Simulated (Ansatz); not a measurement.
Ansatz (a program for electronic structure) run on Ni3Ge (P4mm, 4 atoms in the cell): self-consistent single point.

Method of the run: PBEsol, default PAW files made with PBE (plane waves; Ansatz).

```
CELL_PARAMETERS angstrom
      3.54092     0.00000     0.00000
      0.00000     3.54092     0.00000
      0.00000     0.00000     3.54092
ATOMIC_POSITIONS crystal
  Ni 0.50000 0.00000 0.50000
  Ni 0.01412 0.50000 0.50000
  Ni 0.50000 0.50000 0.00000
  Ge 0.00000 0.00000 0.00000
```

Reference input (self-consistent single point, DFT, PBEsol, plane waves, default PAW files made with PBE): basis.ecutwfc = 30.9 Ry; kpoints.mp_grid.grid = 9 9 9; hamiltonian.xc = pbesol; hamiltonian.pseudopotentials = {kind: paw} (the program's default PAW files); scf.occupations.method = gaussian; scf.occupations.width = 0.0073 Ry. This run's input differs from it in these lines:

Ansatz 0.2 input:
```diff
@@ -13,3 +13,3 @@
 kpoints:
-  mp_grid: { grid: [9, 9, 9] }
+  mp_grid: { grid: [15, 15, 15] }
 hamiltonian:
@@ -18,3 +18,3 @@
 scf:
-  occupations: { method: gaussian, width: 0.0073 Ry }
+  occupations: { method: methfessel_paxton, width: 0.022 Ry }
 output:
```

Output, abridged:

```
SCF iter   1: F=—  HF=-21669.784080 eV  |F-HF|=—  |Δ(HF+E_count)|=         —  Δρ=2.03e-2  dr2=9.49e-2  ethr=1.77e-3  ⟨swp⟩=4.2  Hψ=35858  notcnv=0
all-band conjugate gradients solve this SCF's bands
preconditioner: auto → Kerker (q_TF=auto, 2.929 Å⁻¹)
SCF iter   2: F=—  HF=-21669.766878 eV  |F-HF|=—  |Δ(HF+E_count)|=   1.72e-2  S|Δr|=    0.00e0  Δρ=4.88e-3  dr2=6.11e-3  ethr=1.40e-4  ⟨swp⟩=2.6  Hψ=23577  notcnv=0
   [... lines left out ...]
SCF iter   5: F=—  HF=-21669.765490 eV  |F-HF|=—  |Δ(HF+E_count)|=   1.25e-5  S|Δr|=    0.00e0  Δρ=2.58e-4  dr2=4.12e-5  ethr=9.21e-8  ⟨swp⟩=2.2  Hψ=15580  notcnv=0  defer=1
SCF iter   6: F=—  HF=-21669.765478 eV  |F-HF|=—  |Δ(HF+E_count)|=   1.18e-5  S|Δr|=    0.00e0  Δρ=5.33e-5  dr2=2.16e-6  ethr=6.05e-8  ⟨swp⟩=2.0  Hψ=14817  notcnv=0
SCF iter   7: F=-21669.765478 eV  HF=-21669.765478 eV  |F-HF|=6.99e-8  |Δ(HF+E_count)|=   3.16e-8  S|Δr|=    0.00e0  Δρ=1.23e-5  dr2=6.62e-8  ethr=1.47e-10  ⟨swp⟩=7.7  Hψ=57690  notcnv=0
SCF 1 converged in 7 iterations: F = -21669.765478 eV  dr2 = 6.62e-8
Stability not checked (fill_not_monotonic)
Free energy (F): -21669.765478 eV
Internal energy: -21669.781396 eV  (E = F + TS)
E sigma→0 (E₀):  -21669.769458 eV
Entropy (-TS):   0.015918 eV (3.979 meV/atom)
Fermi energy:    18.366176 eV
--- Forces (eV/Å), atoms counted from 1 ---
  atom   1  Ni     0.27191637     0.00000000     0.00000000
  atom   2  Ni    -0.50601846    -0.00000000     0.00000000
  atom   3  Ni     0.27191637     0.00000000     0.00000000
  atom   4  Ge    -0.03779646    -0.00000000     0.00000000
--- Stress (GPa, compression-positive) ---
       -2.766869       0.000000       0.000000
        0.000000      -2.814758       0.000000
        0.000000       0.000000      -2.814758
  P = ⅓ Tr σ = -2.7988 GPa (-27.988 kbar)
  The stress holds the Pulay correction. Without it, at fixed plane waves, as pw.x and ABINIT print it: P = -2.8575 GPa
```

The run converged in 7 iterations. Against the reference run the free energy goes up by 2.4 meV/atom, the pressure moves little (-2.71 to -2.80 GPa) and the largest force moves little (0.501 to 0.506 eV/Å).

The starting cell comes from a database of computed structures (which also holds hypothetical and non-ambient phases and stackings), without a prior relaxation at this level. Its lattice was rescaled by up to half a per cent. One atom was moved a little off its site on purpose. Spin polarisation is off. Ansatz's pressure includes its estimate of the finite-basis (Pulay) stress.
